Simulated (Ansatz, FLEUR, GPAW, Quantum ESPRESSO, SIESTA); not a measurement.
## Code comparison for CrO₂ (P4_2/mnm, 6 atoms in the cell)

Self-consistent single point.

```xyz
6
Lattice="4.3431 0.0000 0.0000 0.0000 4.3431 0.0000 0.0000 0.0000 2.8702" Properties=species:S:1:pos:R:3 pbc="T T T"
Cr     0.0000     0.0000     1.4351
Cr     2.1715     2.1715     0.0000
O      0.8567     0.8567     0.0000
O      3.4863     3.4863     0.0000
O      1.3148     3.0282     1.4351
O      3.0282     1.3148     1.4351
```
Moments meant for the start (each program seeds them in its own way; μB, in the order of the atoms Cr Cr O O O O): 3.0 3.0 0.0 0.0 0.0 0.0.

All programs got the same cell, k-point mesh and kind of occupations, and the same starting moments (in Ansatz's words: kpoints.mp_grid.grid = 5 5 7; magnetization.spin_polarized = true; scf.occupations.method = fermi_dirac; scf.occupations.width = 0.136 eV); potentials, basis and cutoffs are each program's usual ones.

```json
[
 {"code": "SIESTA", "model": "GGA PBE, numerical atomic orbitals DZP, PseudoDojo PBE standard norm-conserving potentials (rewritten from UPF to PSML)", "pressure (GPa)": "17.83", "largest force (eV/Å)": "0.089", "size of the net moment (μB/atom)": "0.67", "k-points": "88", "cutoff": "grid 350 Ry"},
 {"code": "GPAW", "model": "PBE, GPAW PAW datasets PBE (gpaw-data 1.0.1)", "pressure (GPa)": "–", "largest force (eV/Å)": "0.130", "size of the net moment (μB/atom)": "0.67", "k-points": "24", "cutoff": "900 eV"},
 {"code": "Quantum ESPRESSO", "model": "PBE, PSlibrary PAW (PBE) pseudopotentials", "pressure (GPa)": "17.52", "largest force (eV/Å)": "0.093", "size of the net moment (μB/atom)": "0.67", "k-points": "24", "cutoff": "55 Ry"},
 {"code": "FLEUR", "model": "PBE, all-electron FLAPW (FLEUR), scalar-relativistic valence", "pressure (GPa)": "–", "largest force (eV/Å)": "0.038", "size of the net moment (μB/atom)": "0.67", "k-points": "24", "cutoff": "Kmax 4.7 1/bohr"},
 {"code": "Ansatz", "model": "PBE, PAW files", "pressure (GPa)": "16.96", "largest force (eV/Å)": "0.078", "size of the net moment (μB/atom)": "0.67", "k-points": "24", "cutoff": "420 eV"}
]
```

A dash marks a value that a program does not give, or that is left out as unsure.

The spread over the programs that give each value: pressure within 0.87 GPa; largest force within 0.092 eV/Å; size of the net moment within 0.00 μB/atom.

The starting cell comes from a database of computed structures (which also holds hypothetical and non-ambient phases and stackings), without a prior relaxation at this level. Its lattice was rescaled by a random factor within 2.5 % of one. On Ansatz's run: The magnetic order is the one reached from the typed start; others were not searched systematically. In the base run, with a pressure of about 18 GPa the cell is away from its equilibrium volume at this level.

Question: Why do the programs differ, and what cannot be compared?

Answer: Differences of this kind can come from the potentials, where these differ, and from what each basis and cutoff leave unconverged. The valence holds different numbers of electrons (SIESTA 52, GPAW 36, Quantum ESPRESSO 52, FLEUR 52, Ansatz (a program for electronic structure) 52). The zero of total energies and Fermi levels follows the potentials and each program's conventions, so they are not compared here. SIESTA uses small atom-centred bases, whose incompleteness enters pressures, forces and empty levels differently from a plane-wave cutoff. FLEUR treats all electrons, but the usual bases taken here (sphere radii, linearisation, local orbitals, empty states) were not tested for convergence, so the values are no reference for the others. Ansatz's pressure is given at a fixed set of plane waves, as the other plane-wave codes print theirs; with its correction for the finite basis it is 17.52 GPa (the shift of 0.56 GPa shows how far the cutoff is from converged). The pressure of GPAW is left out: its cutoff lies under the one at which its stress was checked. Site moments depend on each program's spheres or projections; the total moment of the cell does not. The programs reduce the same mesh by symmetry to different extents, which changes the work and not the result.

Left out of this page: ABINIT (with a known weakness of the program).

Keys are those of Ansatz 0.2.
